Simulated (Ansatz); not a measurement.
Sensitivity of a calculation on MoS₂ (R3m, 3 atoms in the cell) to its settings

```xyz
3
Lattice="1.6265 0.9391 6.6221 -1.6265 0.9391 6.6221 0.0000 -1.8782 6.6221" Properties=species:S:1:pos:R:3 pbc="T T T"
Mo     0.0000     0.0000    19.8620
S      0.0000     0.0000     8.2035
S      0.0000     0.0000     5.0322
```

Base run A: PBE, PAW files in Ansatz (a program for electronic structure), self-consistent single point.

Its settings: basis.ecutwfc = 30.9 Ry; kpoints.mp_grid.grid = 6 6 6; hamiltonian.xc = pbe; hamiltonian.pseudopotentials = {kind: paw} (the program's default PAW files); scf.occupations.method = fixed.

The starting cell comes from a database of computed structures (which also holds hypothetical and non-ambient phases and stackings), without a prior relaxation at this level. Its lattice was rescaled by a random factor within 2.5 % of one. In the base run, with a pressure of about -6 GPa the cell is away from its equilibrium volume at this level. Ansatz's pressure includes its estimate of the finite-basis (Pulay) stress.

ΔF is the free energy per atom less that of run A. A dash stands where there is no value to compare (another energy zero or no entropy term, no result, no spin, no clean gap, or a mesh too coarse for one). 

Runs:
- B: kpoints.mp_grid.grid: 6 6 6 → 4 4 4; kpoints.mp_grid.shift: default → 0.5 0.5 0.5
- C: crystal.symmetry.detect: default → false
- D: 3 x 1 x 1 supercell, mesh divided to match; kpoints.mp_grid.grid: 6 6 6 → 2 6 6
- E: scf.mixing.preconditioner: default (the program chose none) → resta; scf.mixing.eps_inf: default → 5
- F: scf.mixing.algorithm: default (the program chose MSR1) → anderson; scf.mixing.beta: default → 0.05
- G: scf.algorithm: default → direct_min

```tsv
run	ΔF (meV/atom)	pressure (GPa)	largest force (eV/Å)	gap on the mesh (eV)	k-points	valence electrons
A	0.00	-6.48	0.792	1.028	32	26
B	-16.0	-6.78	0.816	–	10	26
C	0.00	-6.48	0.792	1.028	112	26
D	0.00	-6.48	0.792	–	26	78
E	0.00	-6.48	0.792	1.028	32	26
F	0.00	-6.48	0.792	1.028	32	26
G	0.00	-6.48	0.792	1.028	32	26
```

Run B against A: The free energy goes down by 16.0 meV/atom, the pressure goes from -6.48 to -6.78 GPa and the largest force goes from 0.792 to 0.816 eV/Å.

Run D against A: The free energy hardly moves (within 1 meV/atom), the pressure stays at -6.48 GPa and the largest force stays at 0.792 eV/Å.

Keys are those of Ansatz 0.2.
